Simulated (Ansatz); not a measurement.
Results of LDA (plane waves, PAW; Ansatz, an electronic-structure program) for GaP (model structure, started from the BN type, Pm-3n, No. 223, 12 atoms in the cell).

Run with plane-wave cutoff 520 eV, 6×6×6 k mesh, Fermi–Dirac smearing 0.01 eV, scalar-relativistic PAW data made under PBE.

Cell (relaxed at this level):

Space group Pm-3n (No. 223); a = b = c = 6.6475 Å, α = β = γ = 90.00°

| atom | site | symmetry | x | y | z |
|---|---|---|---|---|---|
| Ga | 6c | -4m.2 | 0.0000 | 0.5000 | 0.2500 |
| P | 6d | -4m.2 | 0.0000 | 0.2500 | 0.5000 |

Question: Estimate the band gap and direct gap at Γ that the calculation returns.

Answer: 
band gap: 0.75 eV (on the SCF k mesh)
direct gap at Γ: 0.97 eV

Note: the relaxation could raise the start's symmetry but not lower it, so the cell can be a saddle point.

Spin–orbit coupling is not included.

Computed values are for the static lattice.

A model structure was made by putting elements into a prototype or built by hand; it is no filed structure, need not be a known phase, and can be a saddle point held by its symmetry.
